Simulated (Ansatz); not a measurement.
Structures of equal composition on the (111) surface of fcc Ir: a layer of Sn in place of the second plane; a layer of Sn in place of the third plane. The slabs share one bottom face, and each structure is named by its start. These are constructed structures in small cells; real faces may alloy, dewet or reconstruct in larger ones, and not all known structures of the face are among them. Slabs of about 11 Å, Fermi-Dirac smearing of 0.1 eV. Bottom of the slabs: a bare face, its two planes held. Relaxed from the named starts with such symmetry as they have, on meshes of like density; energies extrapolated to zero smearing; spin only where a row says so; no spin-orbit coupling, no U. Brackets mark spin-polarised runs, whose order is one that fits the cell.

Calculation: PBE (plane waves to 420 eV, PAW; Ansatz, a first-principles code).

Q: Order them by energy per 1x1 cell (lowest first) at the level PBE.

A: a layer of Sn in place of the second plane (0.000 eV), a layer of Sn in place of the third plane (0.173 eV)
